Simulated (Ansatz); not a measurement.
# A constructed model of the (111) surface of fcc Cu, (√3x√3)R30° layer of N, one a cell, on the site that continues the host's stacking (bottom of the slab: a bare face, its two planes held)

The numbers are results of PBE (plane waves to 420 eV, PAW; Ansatz, a quantum-chemistry and plane-wave program), not measurements.

Slab: 19 atoms, 12.0 Å thick at the start with caps and adatoms (thin: gaps and levels are the slab's own); k 10x10x1, smearing 0.1 eV, dipole-corrected; 6 atoms held, the rest relaxed; held to the start's symmetry, so lower structures may exist; no spin, no spin-orbit, no U. It is one candidate, not shown to be the stable structure of the face.

```
Item                                            Result
-----------------------------  -----------------------
work function of the top face                  5.93 eV
energy released by relaxation                  1.35 eV
cost                           roughly 17 core-minutes
```
